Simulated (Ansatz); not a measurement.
The reference is MgB$_{2}$ (space group P6/mmm, No. 191; a = 3.064 Å, c = 3.498 Å; relaxed with 0.1 eV smearing). Axes: x lies along a and z along c of the hexagonal cell.

All numbers come from DFT with PBEsol, PAW potentials and a 420 eV plane-wave cutoff in Ansatz (a program for electronic structure), no SOC.

Strains are applied to the cell and any free atomic positions relax.

One change was made to it. Results:

| quantity | base | after |
|---|---|---|
| energy relative to the base (free energy F) | 0 meV/atom | +0.8 meV/atom |
| pressure (mean of the normal stresses, compression positive) | 0.0 GPa | 1.2 GPa |

**Question.** Which of these changes matches the shifts?
A) uniaxial strain ε_zz = +1.00 %
B) uniaxial strain ε_zz = +1.50 %
C) uniaxial strain ε_zz = −1.00 %
D) uniaxial strain ε_zz = +0.50 %
E) uniaxial strain ε_zz = −1.50 %

**Answer.** C, uniaxial strain ε_zz = −1.00 %. For comparison, the pressure in the other runs: uniaxial strain ε_zz = −1.50 % gives 1.8 GPa; uniaxial strain ε_zz = +1.50 % gives -1.6 GPa; uniaxial strain ε_zz = +1.00 % gives -1.1 GPa; uniaxial strain ε_zz = +0.50 % gives -0.6 GPa.

Whether these cells are dynamically stable was not tested. The final runs are not spin-polarised.
